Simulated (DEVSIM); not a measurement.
Structure: Mo/SiO2/p-Si capacitor, at 300 K.

Layer 1 from the left is SiO2, thickness (nm) 49.0. Layer 2 from the left is Si, thickness (nm) 1700, Na (cm⁻³) 1.2e17.

Metal gate on the left, work function 4.6 eV. Fixed charge at the semiconductor interface -2e11 cm⁻² (in units of +e); no interface traps.

Constants are typed, rounded textbook-type inputs, not results; the design itself was drawn at random and stands for no fabricated device. Values at 300 K.

SiO2: gap (eV) 9, affinity (eV) 0.9, permittivity 3.9. Si: gap (eV) 1.124, affinity (eV) 4.05, permittivity 11.7, Nc (cm⁻³) 2.86e19, Nv (cm⁻³) 3.1e19.

DEVSIM, 1D Poisson equation in equilibrium, Boltzmann statistics, complete ionisation; no quantum confinement or tunnelling. Metal contacts follow the ideal Schottky-Mott rule: no Fermi-level pinning, no interface dipoles.

What does the simulation give for the flat-band voltage, the minimum of the low-frequency capacitance?

flat-band voltage 0.02 V; minimum of the low-frequency capacitance 0.0449 μF/cm².
